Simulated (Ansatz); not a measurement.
Nb3Ir (Pm-3n, No. 223, 8 atoms in the cell; start mp-1458) was calculated with PBEsol (Ansatz, a first-principles code, plane waves, PAW).

Numerical settings: plane-wave cutoff 520 eV, 12×12×12 k mesh, Fermi–Dirac smearing 0.05 eV, no spin polarisation, scalar-relativistic PAW data made under PBE.

Cell (relaxed at this level):

```xyz
8
Lattice="5.1118 0.0000 0.0000 0.0000 5.1118 0.0000 0.0000 0.0000 5.1118" Properties=species:S:1:pos:R:3 pbc="T T T"
Nb     2.5559     1.2779     0.0000
Nb     2.5559     3.8338     0.0000
Nb     1.2779     0.0000     2.5559
Nb     3.8338     0.0000     2.5559
Nb     0.0000     2.5559     1.2779
Nb     0.0000     2.5559     3.8338
Ir     2.5559     2.5559     2.5559
Ir     0.0000     0.0000     0.0000
```

Q: Give the computed bulk modulus.

A: 
- bulk modulus = 239 GPa

Note: the run has no spin polarisation, so it can have missed a magnetic state; the bulk modulus is −V dP/dV from two relaxed cells at ±2 % in volume; the relaxation could not lower the start's symmetry, so the cell can be a saddle point above a distorted one.

Spin–orbit coupling is not included.

A start named mp-… is a Materials Project structure, which need not be a measured phase.
